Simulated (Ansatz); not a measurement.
The parent structure is CuI in the wurtzite structure (space group P6_3mc, No. 186; a = 4.187 Å, c = 6.898 Å).

Modification: cell and atoms relaxed at a pressure of 10 GPa.

Levels (all Ansatz, an electronic-structure program, PAW): PBEsol (420 eV, scalar-relativistic without spin-orbit coupling); PBEsol+SOC (420 eV, with spin-orbit coupling).

The geometry is relaxed with PBEsol.

| Property | Result |
|---|---|
| PBEsol band gap | 1.65 eV |
| PBEsol electron mass | 0.13 mₑ along c, 0.17 mₑ across (at Γ) |
| PBEsol valence-band top at Γ | 0.00, 0.00, -0.15 eV |

Task: What does PBEsol+SOC give at this geometry for the band gap, electron mass and valence-band top at Γ?

Result: The band gap falls by 0.21 eV to 1.44 eV; the electron mass goes from 0.13 mₑ along c, 0.17 mₑ across (at Γ) to 0.12 mₑ along c, 0.16 mₑ across (at Γ); the valence-band top at Γ (three highest Kramers pairs, from the VBM) changes from 0.00, 0.00, -0.15 eV to 0.00, -0.11, -0.67 eV.

Single points use the geometry relaxed with PBEsol. Differences between runs with and without spin-orbit coupling are approximate. With I present, leaving out spin-orbit coupling can change the band edges. Load acts through the strain it causes; cell and atoms are relaxed under it. Masses are band curvatures over ±0.01 Å⁻¹ around the edge. Stability against distortions was not tested. Tetrahedral semiconductors of this kind turn to denser phases somewhere between about 1 and 50 GPa; those were not computed, so compressed cells here can lie past the real transition. The runs without spin-orbit coupling are not spin-polarised. This is not the structure that CuI has at room temperature and ambient pressure.
